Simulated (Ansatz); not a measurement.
The starting structures come from a database of crystals and need not be the phases stable at ambient conditions.

Tunnelling through a barrier is set by its complex band structure: the current falls as exp(−2κd) with the smallest κ.

Consider the following.

```
Sr3Ta2ZnO9
1.0
    7.07414     0.00000     0.00000
    0.00000     9.91653     0.00000
    0.00000     4.95826     2.86266
Sr Ta Zn O
3 2 1 9
Cartesian
  0.00000   0.00000   0.00000
  4.68442   8.26377   2.86266
  2.38972  11.56929   2.86266
  1.24859   8.26377   2.86266
  5.82555  11.56929   2.86266
  3.53707   0.00000   0.00000
  0.00000   7.43740   1.43133
  0.00000   2.47913   1.43133
  0.00000   9.91653   2.86266
  2.28650   4.11712   1.40575
  4.78764  10.75767   1.45691
  2.28650   9.07538   1.45691
  4.78764   5.79941   1.40575
  2.28650   6.64055   2.86266
  4.78764  13.19250   2.86266
```

Space group of this cell: P-3m1. The cell is taken as given; by r2SCAN its mean pressure is -5.4 GPa.

Transport runs along the normal of the first two printed cell vectors, the (110) plane of the conventional cell.

The gap is the functional's own. No spin-orbit coupling. Mid-gap values are interpolated on the energy grid.

Q: State the band gap and the smallest decay constant κ at mid-gap according to r2SCAN in Ansatz (a quantum-chemistry and plane-wave program).

A: Gap 3.90 eV on a 4×10×10 mesh; κ = 0.329 1/Å, at (0.500, 0.000) of the in-plane reciprocal vectors. At the zone centre, at the nearest computed energy, the slowest state has κ = 0.34 1/Å.
